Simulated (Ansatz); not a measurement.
Several settings converged on SnO (P4mm, 4 atoms in the cell)

```yaml
crystal:
  lattice:
    - [3.78100, 0.00000, 0.00000]
    - [0.00000, 3.78100, 0.00000]
    - [0.00000, 0.00000, 4.81580]
  atoms:
    - { symbol: Sn, position: [0.50000, 0.00000, 0.77238] }
    - { symbol: Sn, position: [0.00000, 0.50000, 0.23800] }
    - { symbol: O, position: [0.50000, 0.50000, 0.00000] }
    - { symbol: O, position: [0.00000, 0.00000, 0.00000] }
```

Base method: PBEsol, PAW files made with PBE (plane waves; Ansatz, a quantum-chemistry and plane-wave program).

Base settings: basis.ecutwfc = 30.9 Ry; kpoints.mp_grid.grid = 7 7 5; hamiltonian.xc = pbesol; hamiltonian.pseudopotentials = {kind: paw} (the program's default PAW files); scf.occupations.method = fermi_dirac; scf.occupations.width = 0.0015 Ry.

The count of work is k-points × plane waves × bands × iterations; it is no time. 

**The cutoff for other potential files**

Level: DFT, PBEsol, plane waves, harder PAW files (source: ansatz) made with PBE.

In this ladder: hamiltonian.pseudopotentials = {kind: paw, source: ansatz}.

The second cell is the first with its lattice scaled by 0.98.

The mesh stays at the base's, so the ladder's end is converged at best in this setting alone.

The first pressure column holds Ansatz's estimate of the finite-basis (Pulay) stress, which hides part of the cutoff error; the other is without it.

Only quantities that move along the ladder and can be compared are tabulated.

```csv
basis.ecutwfc,free energy less the last step's (meV/atom),energy of the compressed cell less the first (meV/atom),pressure (GPa),pressure without the Pulay estimate (GPa),largest difference of a force vector from the last step's (eV/Å),count of work / last
30.9 Ry,1379.06,47.69,3.56,-64.89,0.069,0.11
37.5 Ry,294.50,40.74,3.21,-11.73,0.001,0.14
47.8 Ry,28.80,43.75,3.37,1.32,0.002,0.20
58.1 Ry,1.88,43.74,3.37,3.18,0.001,0.28
68.4 Ry,0.38,43.73,3.37,3.37,0.000,0.35
82 Ry,0.26,43.72,3.37,3.36,0.000,0.46
102.5 Ry,0.10,43.72,3.37,3.37,0.000,0.65
136.7 Ry,0.00,43.72,3.37,3.37,0.000,1.0
```

Coarsest basis.ecutwfc that holds the free energy within 5 meV/atom of the last step, with all finer ones: 58.1 Ry, at 0.28 of the last step's count of work; the step before is off by 29 meV/atom.

Coarsest basis.ecutwfc that holds the energy of the compressed cell less the first within 1 meV/atom of the last step, with all finer ones: 47.8 Ry, at 0.20 of the last step's count of work; the step before is off by 3.0 meV/atom.

Coarsest basis.ecutwfc that holds the pressure within 0.1 GPa of the last step, with all finer ones: 47.8 Ry, at 0.20 of the last step's count of work; the step before is off by 0.15 GPa.

The energy difference between the two cells stays within 1 meV/atom of the last step's from 47.8 Ry on, the total only from 68.4 Ry on: much of the error is common to both cells and cancels.

At the lowest cutoff the pressure without the Pulay estimate lies 68.3 GPa under the last step's, the usual sign of Pulay stress in an incomplete plane-wave basis.

**The density cutoff**

The second cell is the first with its lattice scaled by 0.98.

The mesh stays at the base's, so the ladder's end is converged at best in this setting alone.

Only quantities that move along the ladder and can be compared are tabulated.

| basis.ecutrho_ratio | free energy less the last step's (meV/atom) | energy of the compressed cell less the first (meV/atom) | pressure (GPa) |
|---|---|---|---|
| 2 | -2.22 | 43.78 | 3.57 |
| 3 | 0.05 | 43.34 | 3.31 |
| 4 | 0.00 | 43.35 | 3.32 |
| 5 | 0.00 | 43.35 | 3.32 |
| 6 | 0.00 | 43.35 | 3.32 |
| 8 | 0.00 | 43.35 | 3.32 |
| 10 | 0.00 | 43.35 | 3.32 |
| 12 | 0.00 | 43.35 | 3.32 |
| 16 | 0.00 | 43.35 | 3.32 |

Coarsest basis.ecutrho_ratio that holds the pressure within 0.1 GPa of the last step, with all finer ones: 3; the step before is off by 0.25 GPa.

Coarsest basis.ecutrho_ratio that holds the energy of the compressed cell less the first within 0.2 meV/atom of the last step, with all finer ones: 3; the step before is off by 0.43 meV/atom.

Coarsest basis.ecutrho_ratio that holds the free energy within 2 meV/atom of the last step, with all finer ones: 3; the step before is off by 2.2 meV/atom.

The energy difference between the two cells stays within 1 meV/atom of the last step's from 2 on, the total only from 3 on: much of the error is common to both cells and cancels.

**The relaxed cell against the cutoff**

On SnO (P4/nmm, 4 atoms in the cell): atoms on their sites.

In this ladder: relax = cell and atoms.

The mesh stays at the base's, so the ladder's end is converged at best in this setting alone.

Only quantities that move along the ladder and can be compared are tabulated.

| basis.ecutwfc | relaxed volume (Å³/atom) | relaxation steps |
|---|---|---|
| 18.4 Ry | 16.842 | 32 |
| 21.7 Ry | 17.217 | 8 |
| 26.1 Ry | 17.220 | 9 |
| 30.9 Ry | 17.241 | 5 |
| 37.1 Ry | 17.236 | 5 |
| 46.3 Ry | 17.235 | 5 |
| 61.7 Ry | 17.235 | 5 |

Coarsest basis.ecutwfc that holds the relaxed volume within 0.034 Å³/atom of the last step, with all finer ones: 21.7 Ry; the step before is off by 0.39 Å³/atom.

At the lowest cutoff the cell relaxes to a volume 2.3 % smaller than at the highest. Ansatz relaxes on a stress corrected for the finite basis.

On the base run: the starting cell has typed, rounded lattice constants, without a prior relaxation at this level. Its lattice was rescaled by up to half a per cent. One atom was moved a little off its site on purpose.

Left out of this page: 1 run of the series failed or unconverged.

Keys are those of Ansatz 0.2.
